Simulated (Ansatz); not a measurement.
The starting structures come from a database of crystals and need not be the phases stable at ambient conditions.

Input:

```xyz
4
Lattice="3.6726 0.0000 0.0000 0.0000 15.1946 0.0000 1.8363 5.0649 1.0602" Properties=species:S:1:pos:R:3 pbc="T T T"
Na     1.8363    12.7418     1.0602
C      1.8363     5.0768     1.0602
N      0.0000    14.0125     0.0000
O      0.0000     1.2426     0.0000
```

Space group of this cell: R3m. The cell is taken as given; by r2SCAN its mean pressure is -3.4 GPa.

Transport runs along the normal of the first two printed cell vectors, the (100) plane of the conventional cell.

No gap correction and no spin-orbit coupling; mid-gap values are interpolated between computed energies.

Task: Compute, with r2SCAN (Ansatz, a quantum-chemistry and plane-wave program), the band gap and the smallest decay constant κ at mid-gap.

Result: Gap 4.88 eV on a 28×28×28 mesh; κ = 0.506 1/Å, at the zone centre.
